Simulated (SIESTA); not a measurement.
Band structure of SiC (P6_3mc, 4 atoms in the cell).

```
SiC
1.0
    3.07351     0.00000     0.00000
   -1.53676     2.66174     0.00000
    0.00000     0.00000     5.04525
Si C
2 2
Direct
  0.33333   0.66667   0.49960
  0.66667   0.33333   0.99960
  0.33333   0.66667   0.87540
  0.66667   0.33333   0.37540
```

Method of the run: SIESTA with GGA PBE, numerical atomic orbitals DZP, PseudoDojo PBE standard norm-conserving potentials (rewritten from UPF to PSML).

Settings: XC.functional = GGA; XC.authors = PBE; potentials = PseudoDojo PBE standard; PAO.BasisSize = DZP; PAO.EnergyShift = 0.005 Ry; MeshCutoff = 300 Ry; kgrid.MonkhorstPack = 6 6 4; OccupationFunction = FD; ElectronicTemperature = 0.02 eV; MaxSCFIterations = 150; SCF.Mixer.Method = Pulay; SCF.Mixer.Weight = 0.25; SCF.Mixer.History = 6; SCF.DM.Tolerance = 1.0E-04.

The starting cell comes from a database of computed structures (which also holds hypothetical and non-ambient phases and stackings), without a prior relaxation at this level. Values carry the incompleteness of an atom-centred basis.

Question: Predict the gap along the standard path and the places of the band edges.

Answer: The gap along the path is 2.26 eV, from Γ to K; the smallest direct gap on it is 3.97 eV.

Levels in eV from the top of the valence band on the path, bands 5 to 9:
```
point      5      6      7      8     9
-----  -----  -----  -----  -----  ----
Γ      -1.33  -0.07   0.00   0.00  4.92
M      -5.48  -3.35  -3.31  -1.21  2.76
K      -6.31  -4.08  -4.08  -3.86  2.26
A      -0.72  -0.72  -0.72  -0.72  6.14
L      -2.47  -2.47  -2.35  -2.35  3.29
H      -5.68  -5.68  -1.75  -1.75  5.13
```

Higher empty bands are left out: an atom-centred basis made for the valence describes them poorly.
